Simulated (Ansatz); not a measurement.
Carrier properties of CaS (Fm-3m)

Input:

```
CaS
1.0
    0.00000     2.81658     2.81658
    2.81658     0.00000     2.81658
    2.81658     2.81658     0.00000
Ca S
1 1
Direct
  0.00000   0.00000   0.00000
  0.50000   0.50000   0.50000
```

The numbers are results of PBEsol, rigid bands (plane waves, PAW, scalar-relativistic; Ansatz, a first-principles code), not measurements. Cell: cell and atoms relaxed with PBEsol.

| Item | Value |
|---|---|
| band gap | 2.16 eV |
| electron conductivity mass (300 K, dilute) | 0.41 mₑ |
| hole conductivity mass (300 K, dilute) | 0.80 mₑ |
| effective density of states N_c (300 K) | 2.6e19 cm⁻³ |
| effective density of states N_v (300 K) | 5.4e19 cm⁻³ |
| density-of-states mass, electrons | 1.02 mₑ |
| density-of-states mass, holes | 1.66 mₑ |
| Seebeck coefficient, n-type 1e19 cm⁻³, 300 K | -301 μV/K |
| best n-type power factor at 300 K for τ = 10 fs (best axis; densities from 1e16 to 1e21 cm⁻³ tried, whether or not they can be reached) | 10.8 μW/(cm·K²) at 1e20 cm⁻³ |
| Seebeck coefficient, p-type 1e19 cm⁻³, 300 K | 356 μV/K |
| best p-type power factor at 300 K for τ = 10 fs (best axis; densities from 1e16 to 1e21 cm⁻³ tried, whether or not they can be reached) | 10.1 μW/(cm·K²) at 3e20 cm⁻³ |

Rigid bands; masses and Seebeck coefficients take one relaxation time τ for all states and one kind of carrier; polarons and phonon drag are left out. Spin-orbit coupling is left out; where it splits the top of the valence band, N_v and the p-type Seebeck coefficient come out somewhat high without it.
